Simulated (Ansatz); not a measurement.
System: InSbO4 (model structure, started from the BPO4 type, I-4, No. 82, 6 atoms in the cell). Method: r²SCAN in Ansatz (plane waves, PAW).

Settings: plane-wave cutoff 560 eV, 8×8×8 k mesh, Fermi–Dirac smearing 0.01 eV, scalar-relativistic PAW data made under PBE.

Cell (relaxed with PBEsol):

```
CELL_PARAMETERS angstrom
     -2.92947     2.92947     3.88285
      2.92947    -2.92947     3.88285
      2.92947     2.92947    -3.88285
ATOMIC_POSITIONS crystal
  In 0.25000 0.75000 0.50000
  Sb 0.00000 0.00000 0.00000
  O  0.27573 0.35726 0.37841
  O  0.64274 0.02115 0.91847
  O  0.97885 0.89732 0.62159
  O  0.10268 0.72427 0.08153
```

### Question
Estimate the band gap and smallest direct gap on the k points sampled that the calculation returns.

### Answer

- band gap: 2.86 eV
- smallest direct gap on the k points sampled: 2.89 eV

Note: the relaxation could raise the start's symmetry but not lower it, so the cell can be a saddle point; cell and atoms aren't relaxed at this level (largest force component 0.19 eV/Å, pressure -1.0 GPa).

Spin–orbit coupling is not included.

Computed values are for the static lattice.

Cost on a shared machine: around 110 core-seconds (rough).

A model structure was made by putting elements into a prototype or built by hand; it is no filed structure, need not be a known phase, and can be a saddle point held by its symmetry.

Ansatz is a first-principles code.
